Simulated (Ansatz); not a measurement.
# A computed series for MgO: pressure series

Base system: MgO in the rock salt structure (space group Fm-3m, No. 225; a = 4.2537 Å).

Cell and atoms are relaxed at each pressure.

Calculations: PBE (Ansatz, a quantum-chemistry and plane-wave program), no spin-orbit coupling.

Before the change:

The band gap is 4.46 eV.

### Question
The aim is a band gap between 8.10 eV and 8.81 eV. Which of these changes reaches it?
(A) pressure 3 GPa
(B) pressure 30 GPa
(C) pressure 100 GPa
(D) pressure 7 GPa
(E) pressure 50 GPa

### Answer
C, pressure 100 GPa. It gives 8.33 eV; pressure 3 GPa gives 4.64 eV; pressure 7 GPa gives 4.87 eV; pressure 30 GPa gives 5.98 eV; pressure 50 GPa gives 6.76 eV. Changes not listed may reach it too

Load acts through the strain it causes; cell and atoms are relaxed under it. Stability against distortions was not tested. No other phases were tried under pressure.
